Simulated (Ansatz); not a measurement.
## Response to strain in C

The reference is C in the diamond structure (space group Fd-3m, No. 227; a = 3.560 Å). Axes: x, y, z lie along the cube axes.

Strains are applied to the cell and any free atomic positions relax; under stress the whole cell relaxes.

Levels (all Ansatz, an electronic-structure program, PAW): r2SCAN (500 eV, no spin-orbit coupling); HSE06 (420 eV, spin-orbit coupling left out).

Band gaps by level, all at the geometries relaxed with r2SCAN:

| case | r2SCAN | HSE06 |
|---|---|---|
| base | 4.36 eV | 5.30 eV |
| uniaxial strain ε_xx = +1.50 % | 4.13 eV | 5.06 eV |
| uniaxial strain ε_yy = −5.82 % | 2.85 eV | ___ |
| uniaxial stress, 8 GPa tension along z | 4.24 eV | 5.18 eV |
| uniaxial stress, 5 GPa compression along x | 4.23 eV | 5.18 eV |
| tensor shear ε_xy = +0.96 % | 4.30 eV | ___ |

Q: What belongs in the blanks?

A: 
- uniaxial strain ε_yy = −5.82 %, HSE06: 3.81 eV
- tensor shear ε_xy = +0.96 %, HSE06: 5.24 eV

Single points use the geometry relaxed with r2SCAN. HSE06 was sampled on its mesh, a few special points and the semilocal edge points, so its gap is an upper bound. Stability under load was not tested beyond the relaxation.
